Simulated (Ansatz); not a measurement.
Layers are cut from database crystals; whether they can be made is not shown.

The surface is single layer of SnO (symmetry P4/nmm as a slab, 4 atoms a cell). The vacuum level minus Kohn-Sham valence edge is 5.36 eV, the vacuum level minus Kohn-Sham conduction edge is 2.33 eV and the gap of the slab on its mesh is 3.03 eV. The apparent barrier, filled states, bias minus 1.9 V is 5.7 eV (κ = 1.23 1/Å). The apparent barrier, filled states, bias minus 2.5 V comes out as 6.1 eV (κ = 1.27 1/Å). The apparent barrier, empty states, bias plus 1.9 V is 2.5 eV (κ = 0.81 1/Å) and the apparent barrier, empty states, bias plus 2.5 V is 1.9 eV (κ = 0.70 1/Å).

Level of theory: PBE, Tersoff-Hamann images (plane waves, PAW; Ansatz, an electronic-structure program).

The apparent barrier is ħ²κ²/2m, with κ from the fall of the mean window density between 3.5 and 5 Å; states of large in-plane momentum fall faster than their energy alone says. Mesh 14×14×1, no spin-orbit coupling, no spin polarisation; biases count from the run's Fermi level.
